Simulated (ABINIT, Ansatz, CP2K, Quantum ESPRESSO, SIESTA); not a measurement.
# HfBRh₃ (Pm-3m, 5 atoms in the cell) computed with different codes at matched settings

Self-consistent single point.

```
CELL_PARAMETERS angstrom
      4.09526     0.00000     0.00000
      0.00000     4.09526     0.00000
      0.00000     0.00000     4.09526
ATOMIC_POSITIONS crystal
  Hf 0.00000 0.00000 0.00000
  B  0.50000 0.50000 0.50000
  Rh 0.00000 0.50000 0.50000
  Rh 0.50000 0.00000 0.50000
  Rh 0.50000 0.50000 0.00000
```

Shared settings, as Ansatz (a program for electronic structure) writes them: kpoints.mp_grid.grid = 6 6 6; scf.occupations.method = gaussian; scf.occupations.width = 0.05 eV. Potentials and cutoffs stand in the table.

```json
[
 {"code": "SIESTA", "model": "LDA PW92, numerical atomic orbitals DZP, PseudoDojo LDA standard norm-conserving potentials (rewritten from UPF to PSML)", "pressure (GPa)": "-7.91", "cutoff": "grid 400 Ry"},
 {"code": "Quantum ESPRESSO", "model": "LDA (PZ), GBRV 1.5 ultrasoft (LDA) pseudopotentials", "pressure (GPa)": "-9.70", "cutoff": "40 Ry"},
 {"code": "ABINIT", "model": "LDA (PW92), PAW (JTH v2.0 LDA PAW)", "pressure (GPa)": "-8.92", "cutoff": "21 Ha"},
 {"code": "Ansatz", "model": "LDA (PW92), PAW files made with PBE", "pressure (GPa)": "-8.36", "cutoff": "420 eV"},
 {"code": "CP2K", "model": "LDA (Pade form), GPW, DZVP-MOLOPT-SR-GTH basis, GTH-PADE potentials (GTH_POTENTIALS)", "pressure (GPa)": "-16.76", "cutoff": "grid 500 Ry"}
]
```

On Ansatz's run: spin-orbit coupling is off. Spin polarisation is off.

The spread over the programs that give each value: pressure within 8.85 GPa.

SIESTA and CP2K use small atom-centred bases, whose incompleteness enters pressures, forces and empty levels differently from a plane-wave cutoff. Ansatz's pressure is given at a fixed set of plane waves, as the other plane-wave codes print theirs; with its correction for the finite basis it is -8.25 GPa. The same LDA comes in different parametrisations, which differ slightly. In the pressure, SIESTA (by 1.00) and CP2K (by 7.85) lie more than 1 GPa from the median of the plane-wave programs.

The starting cell comes from a database of computed structures (which also holds hypothetical and non-ambient phases and stackings), without a prior relaxation at this level.

Left out of this page: GPAW, Elk and FLEUR (not drawn, or without a comparable value).

Keys are those of Ansatz 0.2.
